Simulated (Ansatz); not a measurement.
Worked example: self-consistent single point of KSe3 (C2, 8 atoms in the cell) in Ansatz (an electronic-structure program).

Level of theory: LDA (PW92), default PAW files made with PBE (plane waves; Ansatz).

```xyz
8
Lattice="5.8588 -2.7358 0.0000 5.8588 2.7358 0.0000 -3.0605 0.0000 7.7736" Properties=species:S:1:pos:R:3 pbc="T T T"
K      9.7570     0.3812     1.9272
K     -1.0999     0.3812     5.8464
Se     5.8592     0.3583     4.0531
Se     2.7980     0.3583     3.7205
Se     7.3451     0.1334     6.2877
Se     1.3121     0.1334     1.4859
Se     6.4053     0.5990     1.5821
Se     2.2519     0.5990     6.1915
```

Reference input (self-consistent single point, DFT, LDA (PW92), plane waves, default PAW files made with PBE): basis.ecutwfc = 420 eV; kpoints.mp_grid.grid = 4 4 3; hamiltonian.xc = lda; hamiltonian.pseudopotentials = {kind: paw} (the program's default PAW files); scf.occupations.method = gaussian; scf.occupations.width = 0.1 eV. This run's input differs from it in these lines:

Ansatz 0.2 input:
```diff
@@ -18,3 +18,3 @@
   mp_grid:
-    grid: [4, 4, 3]
+    grid: [9, 9, 6]
 hamiltonian:
```

Log, with long lists cut:

```
SCF iter   1: F=—  HF=-35295.319776 eV  |F-HF|=—  |Δ(HF+E_count)|=         —  Δρ=4.93e-3  dr2=4.41e-2  ethr=1.77e-3  ⟨swp⟩=7.0  Hψ=38263  notcnv=0  defer=162
all-band conjugate gradients solve this SCF's bands
preconditioner: auto → Resta (q_TF=auto, 2.395 Å⁻¹)
SCF iter   2: F=—  HF=-35295.309033 eV  |F-HF|=—  |Δ(HF+E_count)|=   1.07e-2  Δρ=2.63e-3  dr2=1.03e-2  ethr=3.87e-5  ⟨swp⟩=1.5  Hψ=11272  notcnv=0  defer=212
   [... lines left out ...]
SCF iter   5: F=—  HF=-35295.307197 eV  |F-HF|=—  |Δ(HF+E_count)|=   2.61e-6  Δρ=6.80e-5  dr2=1.79e-5  ethr=1.88e-7  ⟨swp⟩=2.2  Hψ=15035  notcnv=0  defer=212
SCF iter   6: F=—  HF=-35295.307246 eV  |F-HF|=—  |Δ(HF+E_count)|=   4.90e-5  Δρ=2.82e-5  dr2=3.55e-6  ethr=1.57e-8  ⟨swp⟩=2.0  Hψ=16721  notcnv=0  defer=212
SCF iter   7: F=—  HF=-35295.307246 eV  |F-HF|=—  |Δ(HF+E_count)|=   3.78e-8  Δρ=1.05e-5  dr2=4.68e-7  ethr=3.11e-9  ⟨swp⟩=2.0  Hψ=16721  notcnv=0  defer=212
SCF iter   8: F=-35295.307246 eV  HF=-35295.307246 eV  |F-HF|=1.30e-8  |Δ(HF+E_count)|=   4.95e-8  Δρ=3.52e-6  dr2=4.50e-8  ethr=8.77e-11  ⟨swp⟩=10.0  Hψ=44801  notcnv=0
SCF 1 converged in 8 iterations: F = -35295.307246 eV  dr2 = 4.50e-8
Free energy (F): -35295.307246 eV
Internal energy: -35295.305735 eV  (E = F + TS)
E sigma→0 (E₀):  -35295.306490 eV
Entropy (-TS):   -0.001511 eV (-0.189 meV/atom)
Fermi energy:    5.488400 eV
--- Forces (eV/Å), atoms counted from 1 ---
  atom   1  K     -0.02679655    -0.01781437    -0.00956393
  atom   2  K      0.02679655    -0.01781437     0.00956393
  atom   3  Se     0.01581790    -0.00373772    -0.10487466
  atom   4  Se    -0.01581790    -0.00373772     0.10487466
  atom   5  Se     0.05750542    -0.12070576    -0.19517937
  atom   6  Se    -0.05750542    -0.12070576     0.19517937
  atom   7  Se     0.04182112     0.14226242     0.25266101
  atom   8  Se    -0.04182112     0.14226242    -0.25266101
--- Stress (GPa, compression-positive) ---
       -2.982040      -0.000000      -0.182962
       -0.000000      -3.083476       0.000000
       -0.182963       0.000000      -3.477940
  P = ⅓ Tr σ = -3.1812 GPa (-31.812 kbar)
  The stress holds the Pulay correction. Without it, at fixed plane waves, as pw.x and ABINIT print it: P = -3.1992 GPa
```

The run converged in 8 iterations. Against the reference run the free energy falls by 2.3 meV/atom, the pressure moves little (-3.14 to -3.18 GPa) and the largest force goes from 0.331 to 0.293 eV/Å.

The starting cell comes from a database of computed structures (which also holds hypothetical and non-ambient phases and stackings), without a prior relaxation at this level. With a pressure of about -3 GPa the cell is away from its equilibrium volume at this level. Ansatz's pressure includes its estimate of the finite-basis (Pulay) stress. A gap is left out here, as mesh or smearing make it unsure.

Cost on one core of a shared machine: roughly 2 min.
